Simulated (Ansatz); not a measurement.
Effect of holes 3.0×10^21 cm⁻³ on Te

The parent structure is Te (space group P3_121, No. 152; a = 4.624 Å, c = 5.903 Å; made of chains).

One thing is altered: 0.328 holes added to each cell, a density of 3.0×10^21 cm⁻³, with a uniform compensating background at fixed cell and a 300 K Fermi–Dirac width.

Level of theory: r2SCAN (Ansatz, a quantum-chemistry and plane-wave program), scalar-relativistic without spin-orbit coupling. k-mesh 15×15×10 (Γ-centred); smearing 0.0259 eV (Fermi–Dirac).

```tsv
quantity	base	changed	shift
gap between the host's bands	0.55 eV	0.56 eV	+0.017 eV
gap character	indirect, L–H (80 % along) → H	indirect, L–H (80 % along) → H	–
Fermi level relative to the doped band's edge (positive inside the band; to 0.05 eV)	–	+0.40 eV	–
```

Charged cell with a jellium background: band edges are those of the host's band count, energies are not comparable with the neutral cell, and many-body gap narrowing is missing. Spin-orbit coupling, missing from the scalar runs, can matter with Te. Whether these cells are dynamically stable was not tested. No dispersion term is included, though the crystal is made of layers, chains or molecules, so its spacings can come out too wide.
